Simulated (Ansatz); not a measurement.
A self-consistent single point of BW3 (Fm-3m, 12 atoms in the cell) with Ansatz (a program for electronic structure).

Method of the run: PBEsol, default PAW files made with PBE (plane waves; Ansatz).

The change in words: 3 x 1 x 1 supercell, mesh divided and rounded up; kpoints.mp_grid.grid: 8 8 8 → 3 8 8. Reference geometry:
```
BW3
1.0
    0.00000     3.50241     3.50241
    3.50241     0.00000     3.50241
    3.50241     3.50241     0.00000
B W
1 3
Cartesian
  0.00000   0.00000   0.00000
  3.50241   3.50241   3.50241
  1.75121   1.75121   1.75121
  5.25362   5.25362   5.25362
```

Reference input (self-consistent single point, DFT, PBEsol, plane waves, default PAW files made with PBE): basis.ecutwfc = 30.9 Ry; kpoints.mp_grid.grid = 8 8 8; hamiltonian.xc = pbesol; hamiltonian.pseudopotentials = {kind: paw} (the program's default PAW files); scf.occupations.method = cold; scf.occupations.width = 0.0147 Ry. This run's input differs from it in these lines:

Ansatz 0.2 input:
```diff
@@ -2,3 +2,3 @@
   lattice:
-    - [0.00000000, 3.50241400, 3.50241400]
+    - [0.00000000, 10.50724200, 10.50724200]
     - [3.50241400, 0.00000000, 3.50241400]
@@ -7,5 +7,13 @@
     - { symbol: B, position: [0.00000000, 0.00000000, 0.00000000] }
+    - { symbol: B, position: [0.33333300, 0.00000000, 0.00000000] }
+    - { symbol: B, position: [0.66666700, 0.00000000, 0.00000000] }
+    - { symbol: W, position: [0.16666700, 0.50000000, 0.50000000] }
     - { symbol: W, position: [0.50000000, 0.50000000, 0.50000000] }
-    - { symbol: W, position: [0.25000000, 0.25000000, 0.25000000] }
-    - { symbol: W, position: [0.75000000, 0.75000000, 0.75000000] }
+    - { symbol: W, position: [0.83333300, 0.50000000, 0.50000000] }
+    - { symbol: W, position: [0.08333300, 0.25000000, 0.25000000] }
+    - { symbol: W, position: [0.41666700, 0.25000000, 0.25000000] }
+    - { symbol: W, position: [0.75000000, 0.25000000, 0.25000000] }
+    - { symbol: W, position: [0.25000000, 0.75000000, 0.75000000] }
+    - { symbol: W, position: [0.58333300, 0.75000000, 0.75000000] }
+    - { symbol: W, position: [0.91666700, 0.75000000, 0.75000000] }
 basis:
@@ -14,3 +22,3 @@
   mp_grid:
-    grid: [8, 8, 8]
+    grid: [3, 8, 8]
 hamiltonian:
```

Output, abridged:

```
SCF iter   1: F=—  HF=-92737.397108 eV  |F-HF|=—  |Δ(HF+E_count)|=         —  Δρ=1.36e-2  dr2=1.13e0  ethr=1.77e-3  ⟨swp⟩=5.0  Hψ=16959  notcnv=0
all-band conjugate gradients solve this SCF's bands
preconditioner: auto → Kerker (q_TF=auto, 2.449 Å⁻¹)
SCF iter   2: F=—  HF=-92737.278911 eV  |F-HF|=—  |Δ(HF+E_count)|=   1.18e-1  S|Δr|=    0.00e0  Δρ=5.30e-3  dr2=1.31e-1  ethr=8.36e-4  ⟨swp⟩=1.0  Hψ=5358  notcnv=0  defer=3
   [... lines left out ...]
SCF iter   5: F=—  HF=-92737.262482 eV  |F-HF|=—  |Δ(HF+E_count)|=   2.65e-5  S|Δr|=    0.00e0  Δρ=5.44e-5  dr2=1.10e-5  ethr=2.58e-7  ⟨swp⟩=2.0  Hψ=6000  notcnv=0  defer=3
SCF iter   6: F=—  HF=-92737.262266 eV  |F-HF|=—  |Δ(HF+E_count)|=   2.17e-4  S|Δr|=    0.00e0  Δρ=1.18e-5  dr2=4.64e-7  ethr=8.12e-9  ⟨swp⟩=2.0  Hψ=5996  notcnv=0  defer=3
SCF iter   7: F=-92737.262265 eV  HF=-92737.262265 eV  |F-HF|=3.52e-8  |Δ(HF+E_count)|=   3.49e-8  S|Δr|=    0.00e0  Δρ=2.75e-6  dr2=4.01e-8  ethr=7.41e-11  ⟨swp⟩=12.1  Hψ=18439  notcnv=0
SCF 1 converged in 7 iterations: F = -92737.262265 eV  dr2 = 4.01e-8
Stability not checked (fill_not_monotonic)
Free energy (F): -92737.262265 eV
Internal energy: -92737.293427 eV  (E = F + TS)
E sigma→0 (E₀):  -92737.272653 eV
Entropy (-TS):   0.031161 eV (2.597 meV/atom)
Fermi energy:    11.823240 eV
--- Forces (eV/Å), atoms counted from 1 ---
  atom   1  B      0.00000000     0.00000000     0.00000000
  atom   2  B      0.00000000     0.00000000     0.00000000
  atom   3  B      0.00000000    -0.00000000    -0.00000000
  atom   4  W      0.00000000     0.00000000    -0.00000000
   [... lines left out ...]
  atom  12  W     -0.00577121     0.00321102     0.00321102
--- Stress (GPa, compression-positive) ---
      -48.875653       0.000209       0.000209
        0.000209     -48.887173      -0.015991
        0.000209      -0.015991     -48.887173
  P = ⅓ Tr σ = -48.8833 GPa (-488.833 kbar)
  The stress holds the Pulay correction. Without it, at fixed plane waves, as pw.x and ABINIT print it: P = -48.9213 GPa
```

The run converged in 7 iterations. Against the reference run the free energy stays essentially unchanged (within 1 meV/atom), the pressure hardly changes (-48.91 to -48.88 GPa) and the largest force goes from 0.000 to 0.007 eV/Å.

The starting cell was generated: these elements placed on a structure prototype, without a prior relaxation; it need not be a known phase or ordering of this composition. Its lattice was rescaled by a random factor within 2.5 % of one. Spin polarisation is off. With a pressure of about -49 GPa the cell is away from its equilibrium volume at this level. Ansatz's pressure includes its estimate of the finite-basis (Pulay) stress.

The mesh has a lower symmetry than the crystal, so small forces and shears that the space group forbids can appear.

Cost on one core of a shared machine: roughly 50 s.
